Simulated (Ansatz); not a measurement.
## Ansatz run on YB₂ (P6/mmm, 3 atoms in the cell): self-consistent single point

Method of the run: LDA (PW92), default PAW files made with PBE (plane waves; Ansatz, a quantum-chemistry and plane-wave program).

Input:

Ansatz 0.2 input:
```yaml
# YB2
crystal:
  lattice:
    - [3.317344, 0.000000, 0.000000]
    - [-1.658672, 2.872904, 0.000000]
    - [0.000000, 0.000000, 3.881812]
  atoms:
    - { symbol: Y, position_ang: [0.000000, 0.000000, 0.000000] }
    - { symbol: B, position_ang: [-0.000002, 1.915270, 1.940906] }
    - { symbol: B, position_ang: [1.658674, 0.957634, 1.940906] }
basis:
  ecutwfc: 420.0 eV
kpoints:
  mp_grid: { grid: [11, 11, 9] }
hamiltonian:
  xc: lda
  pseudopotentials: { kind: paw }
scf:
  occupations: { method: fermi_dirac, width: 0.1 eV }
output:
  forces: true
  eigenvalues: true
  stress: true
```

Output, abridged:

```
WARN the atoms were moved onto the symmetric positions of the space group found under crystal.symmetry.tolerance 1.0e-5 (fractional …
WARN ansatz: RAYON_NUM_THREADS=1 ignored (pool sized by the plan → 1); use --threads N
Pseudopotentials: kind: paw
Pseudopotential: Y, paw, valence charge 11
Pseudopotential: B, paw, valence charge 3
Crystal: 3 atoms, lattice volume = 36.995 Å³
Basis set: ecut = 420 eV, 733 PW (Γ)
Bands: 13, of which v1, the nominal top of the filled ones, is band 9 counted from 1 (8 counted from 0)
Symmetry: 24 space group operations
Space group: P6/mmm (ITA 191), of the structure as read, at distance tolerance 3.3e-5 Å
k-points: 80 of 1089
PAW frozen core: Y, regenerated for the run's functional, and the local potential with it
PAW frozen core: B, regenerated for the run's functional, and the local potential with it
Initial density: superposition of atomic densities (neutral atoms: chi_scale 0, normalization atom), corrected by the library's trained network
Initial wavefunctions: pseudopotential atomic-orbital guess
Eigensolver: davidson
Functional: x = slater, c = lda
SCF iter   1: F=—  HF=-4046.955593 eV  |F-HF|=—  |Δ(HF+E_count)|=         —  Δρ=5.03e-3  dr2=3.48e-3  ethr=1.77e-3  ⟨swp⟩=4.8  Hψ=5247  notcnv=0
all-band conjugate gradients solve this SCF's bands
preconditioner: auto → none
SCF iter   2: F=—  HF=-4046.955171 eV  |F-HF|=—  |Δ(HF+E_count)|=   4.23e-4  Δρ=2.76e-3  dr2=1.25e-3  ethr=2.05e-5  ⟨swp⟩=1.9  Hψ=1950  notcnv=0
SCF iter   3: F=—  HF=-4046.954940 eV  |F-HF|=—  |Δ(HF+E_count)|=   2.31e-4  Δρ=6.88e-4  dr2=2.87e-4  ethr=7.37e-6  ⟨swp⟩=2.0  Hψ=1709  notcnv=0
SCF iter   4: F=—  HF=-4046.954852 eV  |F-HF|=—  |Δ(HF+E_count)|=   8.77e-5  Δρ=2.48e-4  dr2=1.78e-5  ethr=1.69e-6  ⟨swp⟩=2.7  Hψ=1636  notcnv=0
SCF iter   5: F=—  HF=-4046.954849 eV  |F-HF|=—  |Δ(HF+E_count)|=   3.32e-6  Δρ=7.34e-5  dr2=3.43e-6  ethr=1.05e-7  ⟨swp⟩=2.2  Hψ=1705  notcnv=0
SCF iter   6: F=—  HF=-4046.954848 eV  |F-HF|=—  |Δ(HF+E_count)|=   1.05e-6  Δρ=2.65e-5  dr2=2.35e-7  ethr=2.02e-8  ⟨swp⟩=2.1  Hψ=1355  notcnv=0
SCF iter   7: F=-4046.954848 eV  HF=-4046.954848 eV  |F-HF|=3.71e-9  |Δ(HF+E_count)|=   1.08e-7  Δρ=3.74e-6  dr2=4.24e-9  ethr=5.88e-10  ⟨swp⟩=4.0  Hψ=3335  notcnv=0
the search or the solves at the SCF's close seem to have found levels that the self-consistency loop had missed (the run counts 2) …
SCF 1 converged in 7 iterations: F = -4046.954848 eV  dr2 = 4.24e-9
SCF converged after 7 iterations
Free energy (F): -4046.954848 eV
Harris-Foulkes:  -4046.954848 eV  (|F-HF|=3.71e-9)
Internal energy: -4046.920825 eV  (E = F + TS)
E sigma→0 (E₀):  -4046.937836 eV
Entropy (-TS):   -0.034023 eV (-11.341 meV/atom)
Fermi energy:    11.483718 eV
--- Per-component energies (eV) ---
  E_band       = -47.790403
  E_kinetic    = 402.387564
  E_local      = -503.454374  (includes V_loc(G=0)·N_el)
  E_nonlocal   = 76.958736
  E_hartree    = 157.542604
  E_xc         = -236.692565
  E_vxc        = -276.053988  (∫ρ·V_xc dr)
  E_paw        = -2869.316440  (= ΣΔE_a)
  E_vpaw       = -62.712126  (= ΣTr[D̂ρ^β])
  E_aug_tail   = -0.000005  (compensation charges beyond the density's cutoff)
  E_ewald      = -1074.767598
  E_core_change = 0.421254  (= ΣΔE_core)
  E_smearing   = -0.034023  (= −TS)
  E_closure    = -0.000000  (closes the sum)
  Σ components = -4046.954848   (vs F -4046.954848, Δ=0.00e0)
--- Forces (eV/Å), atoms counted from 1 ---
  atom   1  Y     -0.00000000    -0.00000000     0.00000000
   [... zero for the other atoms too ...]
  max |Σ_I F_I| component: 7.40e-17 eV/Å
--- Stress (GPa, compression-positive) ---
      -10.360912      -0.000000      -0.000000
        0.000000     -10.360912       0.000000
       -0.000000       0.000000     -10.097197
  P = ⅓ Tr σ = -10.2730 GPa (-102.730 kbar)
  The stress holds the Pulay correction. Without it, at fixed plane waves, as pw.x and ABINIT print it: P = -10.3914 GPa
--- Band table (eV; the first three rows and the last of 80) ---
  k-point 0: bands = ["-29.5652", "-9.7430", "-9.2360", "-9.2360", "1.0226", "10.2705", "10.8143", "10.8143", "10.8212", "16.7110", "16.7110", "16.7371", "17.1282"]
  k-point 1: bands = ["-29.5638", "-9.7805", "-9.2340", "-9.2340", "1.1745", "9.3746", "10.8978", "10.8978", "11.6882", "16.1034", "16.1034", "16.4341", "16.4341"]
  k-point 2: bands = ["-29.5603", "-9.8733", "-9.2289", "-9.2289", "1.5897", "8.2669", "11.1361", "11.1361", "12.7457", "15.1658", "15.1658", "15.7604", "15.7604"]
  k-point 79: bands = ["-29.4163", "-9.9990", "-9.8054", "-9.7255", "4.4254", "5.1856", "8.2427", "10.5273", "10.7261", "17.1743", "18.2871", "18.3709", "19.0671"]
```

The run converged in 7 iterations.

The starting cell comes from a database of computed structures (which also holds hypothetical and non-ambient phases and stackings), without a prior relaxation at this level. Its lattice was rescaled by up to half a per cent. With a pressure of about -10 GPa the cell is away from its equilibrium volume at this level. Ansatz's pressure includes its estimate of the finite-basis (Pulay) stress.
